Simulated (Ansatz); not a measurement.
Input and report of a finite-temperature phonon run in Ansatz (LDA). The cell is fixed at its relaxed static size. Melting and transitions to other phases are not modelled. An odd repeat of the supercell leaves out some zone-boundary points, where instabilities often lie.

Ansatz 0.2 input:
```yaml
crystal:
  lattice:
    - [0.0, 1.9544398225, 1.9544398225]
    - [1.9544398225, 0.0, 1.9544398225]
    - [1.9544398225, 1.9544398225, 0.0]
  atoms:
    - { symbol: F, position: [0.0, 0.0, 0.0] }
    - { symbol: Li, position: [0.5, 0.5, 0.5] }
kpoints:
  mp_grid: { grid: [9, 9, 9] }
hamiltonian:
  xc: lda
  pseudopotentials: { kind: paw }
scf:
  occupations: { method: fixed }
phonons:
  supercell: [3, 3, 3]
  self_consistent:
    temperatures: [300, 600]
    max_frequency_error: 3.0
    max_frames: 240
checkpoint:
  write: run
output:
  stress: true
```

```
--- Phonons at temperature: the self-consistent harmonic approximation ---
  24 frames of 54 atoms (3×3×3 cells), in populations of 8, 8 at 600 K and 8 at 300 K: nothing lacks frames
  of 24 their SCF's own steps read whether they stand on a minimum of the electronic energy; no probe, look outside the group or whole filling of a shell is made of a frame, whatever scf.lower_state_search; one on another minimum than the …
  at 300 K
    the largest error of a frequency is 0.06 times what was asked for; the fitted model misses 1.9 % of the forces, every mode counted alike and far frames for less, of frames that it was not fitted to; the frames count as 8.1 of this …
    softest of the free energy's second derivatives: 191.37 ± 0.40 cm⁻¹ at q 0.3333 0.3333 0.3333; not told ahead of this temperature's last population
    the crystal stands in this phase at this temperature, as far as these wave vectors tell
    the ions' mean positions are those at rest
    free energy -998.601082 ± 0.000072 eV a cell, of which vibrations 0.095734; entropy 29.655 ± 0.026 J/(mol·K) of cells
      by the supercell's own 159 modes alone, which lack the rigid motions: not to be laid beside figures on a mesh. There are none: the force constants hold no dipole–dipole term between the supercell's wave vectors
      the supercell's own free energy is the best Gaussian's, an upper bound on the crystal's: what lies beyond it on the fitted surface stands below, to be added
    pressure 3.0897 ± 0.0066 GPa; at rest -0.0045, so that the ions' motion makes +3.0942
      stress (GPa, positive in compression): xx 3.0897 ± 0.0066, yy 3.0897 ± 0.0066, zz 3.0897 ± 0.0066, yz 0.0000 ± 0.0000, xz 0.0000 ± 0.0000, xy -0.0000 ± 0.0000
      by the supercell's own 159 modes alone, which lack the rigid motions: in the warmth about 1/54 of what the motion makes, which no ± holds; not to be laid beside figures on a mesh
    beyond the Gaussian, in the hollow that it stands in and those that the ions reach from there, by exact statistics on the surface that is fitted to the frames (rings of 8 beads):
      free energy -0.002198 ± 0.000077 eV a cell
      leaving out a pair of frames, or group of many, changes the fitted energy by up to 0.03 k_B T, T the rings' temperature (one standard deviation); of these ± those of the frequencies lack the bias that few frames leave, and those of …
      pressure +0.0933 ± 0.0135 GPa; with it, by the rings' own mean, 3.1831 ± 0.0136, so that the ions' motion makes +3.1876: by the supercell's own 159 modes alone, as the Gaussian's
      mean square displacement, over the three axes, of site 1 from 0, Li, the most changed: 0.02740 ± 0.00011 Å², of which +0.00191 beyond the Gaussian's
      softest frequency by how far the rings' centres move (above zero always: no sign of whether the crystal stands): 190.86 ± 0.49 cm⁻¹ at q 0.6667 0.6667 0.6667
    frequencies (cm⁻¹; below zero: imaginary; ±: error) of the harmonic crystal, of the Gaussian, of the free energy's second derivatives, each in its own ascending order
      q 0.0000 0.0000 0.0000
           339.24      375.87 ±  0.44      352.26 ±  2.07
           339.24      375.87 ±  0.44      352.26 ±  2.07
           339.24      375.87 ±  0.44      352.26 ±  2.07
      q 0.0000 0.0000 0.3333, and 7 like it
           192.87      204.81 ±  0.31      191.37 ±  0.40
           192.87      204.81 ±  0.31      191.37 ±  0.40
           327.27      344.41 ±  0.49      336.03 ±  0.88
           327.27      358.95 ±  0.52      336.03 ±  0.88
           335.81      358.95 ±  0.52      336.96 ±  0.59
           640.14      656.17 ±  0.75      643.16 ±  0.79
      q 0.0000 0.3333 0.3333, and 5 like it
           221.85      219.87 ±  0.14      218.81 ±  0.13
           221.85      219.87 ±  0.14      218.81 ±  0.13
           336.61      359.94 ±  0.45      345.29 ±  0.61
           367.12      403.72 ±  0.58      381.90 ±  0.93
           367.12      403.72 ±  0.58      381.90 ±  0.93
           529.08      541.72 ±  0.40      529.79 ±  0.48
      q 0.0000 0.3333 0.6667, and 11 like it
           252.02      261.25 ±  0.29      250.84 ±  0.36
           336.45      342.81 ±  0.19      338.72 ±  0.19
           338.29      357.69 ±  0.24      347.31 ±  0.46
           344.83      370.31 ±  0.47      348.21 ±  0.60
           429.25      458.38 ±  0.58      441.04 ±  0.97
           484.32      503.66 ±  0.43      487.73 ±  0.57
  at 600 K
    the largest error of a frequency is 0.09 times what was asked for; the fitted model misses 1.9 % of the forces, every mode counted alike and far frames for less, of frames that it was not fitted to; the frames count as 11.4 of this …
    softest of the free energy's second derivatives: 188.61 ± 0.45 cm⁻¹ at q 0.0000 0.0000 0.3333; not told ahead of this temperature's last population
    the crystal stands in this phase at this temperature, as far as these wave vectors tell
    the ions' mean positions are those at rest
    free energy -998.741040 ± 0.000117 eV a cell, of which vibrations -0.044225; entropy 57.831 ± 0.023 J/(mol·K) of cells
      by the supercell's own 159 modes alone, which lack the rigid motions: not to be laid beside figures on a mesh. There are none: the force constants hold no dipole–dipole term between the supercell's wave vectors
      the supercell's own free energy is the best Gaussian's, an upper bound on the crystal's: what lies beyond it on the fitted surface stands below, to be added
    pressure 5.0393 ± 0.0150 GPa; at rest -0.0045, so that the ions' motion makes +5.0438
      stress (GPa, positive in compression): xx 5.0393 ± 0.0150, yy 5.0393 ± 0.0150, zz 5.0393 ± 0.0150, yz -0.0000 ± 0.0000, xz -0.0000 ± 0.0000, xy 0.0000 ± 0.0000
      by the supercell's own 159 modes alone, which lack the rigid motions: in the warmth about 1/54 of what the motion makes, which no ± holds; not to be laid beside figures on a mesh
    beyond the Gaussian, in the hollow that it stands in and those that the ions reach from there, by exact statistics on the surface that is fitted to the frames (rings of 4 beads):
      free energy -0.008039 ± 0.000301 eV a cell
      leaving out a pair of frames, or group of many, changes the fitted energy by up to 0.06 k_B T, T the rings' temperature (one standard deviation); of these ± those of the frequencies lack the bias that few frames leave, and those of …
      pressure +0.2894 ± 0.0291 GPa; with it, by the rings' own mean, 5.3289 ± 0.0321, so that the ions' motion makes +5.3334: by the supercell's own 159 modes alone, as the Gaussian's
      mean square displacement, over the three axes, of site 1 from 0, Li, the most changed: 0.04742 ± 0.00043 Å², of which +0.00664 beyond the Gaussian's
      softest frequency by how far the rings' centres move (above zero always: no sign of whether the crystal stands): 187.35 ± 0.97 cm⁻¹ at q 0.0000 0.6667 0.0000
    frequencies (cm⁻¹; below zero: imaginary; ±: error) of the harmonic crystal, of the Gaussian, of the free energy's second derivatives, each in its own ascending order
      q 0.0000 0.0000 0.0000
           339.24      395.43 ±  0.63      351.96 ±  0.99
           339.24      395.43 ±  0.63      351.96 ±  0.99
           339.24      395.43 ±  0.63      351.96 ±  0.99
      q 0.0000 0.0000 0.3333, and 7 like it
           192.87      211.61 ±  0.31      188.61 ±  0.45
```

Cost: about 40 core-minutes (a rough figure).

Ansatz is a quantum-chemistry and plane-wave program.
